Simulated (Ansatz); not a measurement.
Base system: Mg in the hcp (Mg type) structure (space group P6_3/mmc, No. 194; a = 3.173 Å, c = 5.182 Å).

The values are results of r2SCAN (Ansatz, a first-principles code; PAW; 500 eV plane waves; no SOC), not measurements.

Base values:

The lattice parameter a is 3.173 Å and the c/a ratio is 1.633.

The change: Y takes the place of Mg on all its sites; the structure is relaxed again.

Q: Predict the new lattice parameter a and c/a ratio.

A: The lattice parameter a goes up by 0.510 Å (3.173 Å → 3.683 Å); the c/a ratio falls by 0.086 (1.633 → 1.547).

Stability against distortions was not tested. The final runs are not spin-polarised.
